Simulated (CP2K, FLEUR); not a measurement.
A FLEUR input for a self-consistent single point of Mg3Zn (Pm-3m, 4 atoms in the cell) (DFT, LDA (Perdew-Zunger), all-electron FLAPW (FLEUR), scalar-relativistic valence):

Input of the input generator:

```
Mg3Zn
&input film=f /
4.2755200000 0.0000000000 0.0000000000
0.0000000000 4.2755200000 0.0000000000
0.0000000000 0.0000000000 4.2755200000
1.8897261246
1.0 1.0 1.0

4
12 0.5000000000 0.5000000000 0.0000000000
12 0.0000000000 0.5000000000 0.5000000000
12 0.5000000000 0.0000000000 0.5000000000
30 0.0000000000 0.0000000000 0.0000000000

&comp jspins=1 /
&exco xctyp='pz' /
&kpt div1=6 div2=6 div3=6 gamma=t /
&end /
```

```xml
<?xml version="1.0" encoding="UTF-8" standalone="no"?>
<fleurInput fleurInputVersion="0.39">
   <comment>
      Mg3Zn                                                                                               
   </comment>
   <calculationSetup>
      <cutoffs Kmax="3.8" Gmax="11.4" GmaxXC="11.4" numbands="0"/>
      <scfLoop itmax="100" minDistance="0.00001" maxIterBroyd="15" imix="Anderson" alpha="0.05" precondParam="0.0" spinf="2.0"/>
      <coreElectrons ctail="T" frcor="F" kcrel="0" coretail_lmax="0"/>
      <xcFunctional name="pz" relativisticCorrections="F"/>
      <magnetism jspins="1"/>
      <soc l_soc="F" theta="0.0" phi="0.0" spav="F"/>
      <expertModes spex="0" secvar="F"/>
      <geometryOptimization l_f="T" forcealpha="1.0" forcemix="BFGS" epsdisp="0.00001" epsforce="0.00001"/>
      <ldaU l_linMix="F" mixParam="0.05" spinf="1.0"/>
   </calculationSetup>
   <cell>
      <bzIntegration valenceElectrons="42.0" mode="hist" fermiSmearingEnergy="0.00183747">
         <kPointListSelection listName="default-1"/>
         <!-- k-points included here -->
         <xi:include xmlns:xi="http://www.w3.org/2001/XInclude" href="kpts.xml"> </xi:include>
      </bzIntegration>
      <!-- symmetry operations included here -->
      <xi:include xmlns:xi="http://www.w3.org/2001/XInclude" href="sym.xml"> </xi:include>
      <bulkLattice scale="1.0">
         <bravaisMatrix>
            <row-1>    8.0795618402497915     0.0000000000000000     0.0000000000000000</row-1>
            <row-2>    0.0000000000000000     8.0795618402497915     0.0000000000000000</row-2>
            <row-3>    0.0000000000000000     0.0000000000000000     8.0795618402497915</row-3>
         </bravaisMatrix>
      </bulkLattice>
   </cell>
   <atomSpecies>
      <species name="Magnesium (Mg)" element="Mg" atomicNumber="12">
         <mtSphere radius="2.62" gridPoints="923" logIncrement="0.013"/>
         <atomicCutoffs lmax="10" lnonsphr="8"/>
         <electronConfig flipSpins="F">
            <coreConfig>(1s1/2)</coreConfig>
            <valenceConfig>(2s1/2) (2p1/2) (2p3/2) (3s1/2)</valenceConfig>
         </electronConfig>
         <energyParameters s="3" p="3" d="3" f="4"/>
         <lo type="SCLO" l="0" n="2" eDeriv="0"/>
         <lo type="SCLO" l="1" n="2" eDeriv="0"/>
      </species>
      <species name="Zinc (Zn)" element="Zn" atomicNumber="30">
         <mtSphere radius="2.62" gridPoints="923" logIncrement="0.014"/>
         <atomicCutoffs lmax="10" lnonsphr="8"/>
         <electronConfig flipSpins="F">
            <coreConfig>(1s1/2) (2s1/2) (2p1/2) (2p3/2) (3s1/2) (3p1/2) (3p3/2)</coreConfig>
            <valenceConfig>(4s1/2) (3d3/2) (3d5/2)</valenceConfig>
         </electronConfig>
         <energyParameters s="4" p="4" d="3" f="4"/>
         <lo type="HELO" l="2" n="4" eDeriv="0"/>
      </species>
   </atomSpecies>
   <atomGroups>
      <atomGroup species="Magnesium (Mg)">
         <relPos label="                   1">1.000/2.000 1.000/2.000 .0000000000</relPos>
         <relPos label="                   2">.0000000000 1.000/2.000 1.000/2.000</relPos>
         <relPos label="                   3">1.000/2.000 .0000000000 1.000/2.000</relPos>
         <force calculate="T" relaxXYZ="TTT"/>
      </atomGroup>
      <atomGroup species="Zinc (Zn)">
         <relPos label="                   4">.0000000000 .0000000000 .0000000000</relPos>
         <force calculate="T" relaxXYZ="TTT"/>
      </atomGroup>
   </atomGroups>
   <output dos="F" band="F" slice="F">
      <checks vchk="F" cdinf="F"/>
      <bandDOS minEnergy="-.5*Htr" maxEnergy="0.5*Htr" sigma="0.015" storeEVData="T"/>
      <vacuumDOS vacdos="F" integ="F" star="F" nstars="0" locx1="0.0" locy1="0.0" locx2="0.0" locy2="0.0" nstm="0" tworkf="0.0"/>
      <unfoldingBand unfoldBand="F" supercellX="1" supercellY="1" supercellZ="1"/>
      <plotting iplot="0" polar="F">
         <plot TwoD="T" vec1="  1.0  0.0  0.0" vec2="  0.0  1.0  0.0" vec3="  0.0  0.0  1.0" zero="  0.0  0.0  0.0" file="plot"/>
      </plotting>
      <chargeDensitySlicing numkpt="0" minEigenval="0.0" maxEigenval="0.0" nnne="0" pallst="F"/>
      <specialOutput eonly="F"/>
      <magneticCircularDichroism mcd="F" energyLo="-10.0" energyUp="0.0"/>
   </output>
  <!-- We include the file relax.xml here to enable relaxations (see documentation) -->
  <xi:include xmlns:xi="http://www.w3.org/2001/XInclude" href="relax.xml"> <xi:fallback/> </xi:include>
</fleurInput>
```

Q: Translate this input to CP2K.

A: One input that does it (others would too):

```
&GLOBAL
  PROJECT scf
  RUN_TYPE ENERGY_FORCE
  PRINT_LEVEL LOW
&END GLOBAL
&FORCE_EVAL
  METHOD Quickstep
  STRESS_TENSOR ANALYTICAL
  &DFT
    BASIS_SET_FILE_NAME BASIS_MOLOPT
    POTENTIAL_FILE_NAME GTH_POTENTIALS
    &QS
      METHOD GPW
      EPS_DEFAULT 1E-11
    &END QS
    &MGRID
      CUTOFF 1000
      REL_CUTOFF 50
      NGRIDS 5
    &END MGRID
    &SCF
      SCF_GUESS ATOMIC
      EPS_SCF 1E-7
      MAX_SCF 100
      ADDED_MOS 8
      &DIAGONALIZATION
        ALGORITHM STANDARD
      &END DIAGONALIZATION
      &MIXING
        METHOD BROYDEN_MIXING
        ALPHA 0.4
        NBUFFER 12
      &END MIXING
      &SMEAR ON
        METHOD FERMI_DIRAC
        ELECTRONIC_TEMPERATURE [K] 580.23
      &END SMEAR
    &END SCF
    &KPOINTS
      SCHEME MONKHORST-PACK 6 6 6
      GAMMA_CENTERED T
    &END KPOINTS
    &XC
      &XC_FUNCTIONAL PADE
      &END XC_FUNCTIONAL
    &END XC
    &PRINT
      &MO
        EIGENVALUES T
        OCCUPATION_NUMBERS T
        NDIGITS 8
        FILENAME mo
        &EACH
          QS_SCF 0
        &END EACH
        ADD_LAST NUMERIC
      &END MO
      &MULLIKEN OFF
      &END MULLIKEN
    &END PRINT
  &END DFT
  &SUBSYS
    &CELL
      A 4.27552000 0.00000000 0.00000000
      B 0.00000000 4.27552000 0.00000000
      C 0.00000000 0.00000000 4.27552000
      PERIODIC XYZ
    &END CELL
    &COORD
      Mg       2.13776000     2.13776000     0.00000000
      Mg       0.00000000     2.13776000     2.13776000
      Mg       2.13776000     0.00000000     2.13776000
      Zn       0.00000000     0.00000000     0.00000000
    &END COORD
    &KIND Mg
      BASIS_SET DZVP-MOLOPT-SR-GTH
      POTENTIAL GTH-PADE-q10
    &END KIND
    &KIND Zn
      BASIS_SET DZVP-MOLOPT-SR-GTH
      POTENTIAL GTH-PADE-q12
    &END KIND
  &END SUBSYS
  &PRINT
    &FORCES ON
    &END FORCES
    &STRESS_TENSOR ON
    &END STRESS_TENSOR
  &END PRINT
&END FORCE_EVAL
```

Basis settings and potentials, where a program has them, do not carry over. This input uses DFT LDA (Pade form), GPW, DZVP-MOLOPT-SR-GTH basis, GTH-PADE potentials (GTH_POTENTIALS). LDA parametrisations can differ slightly between programs.

The starting cell comes from a database of computed structures (which also holds hypothetical and non-ambient phases and stackings), without a prior relaxation at this level.
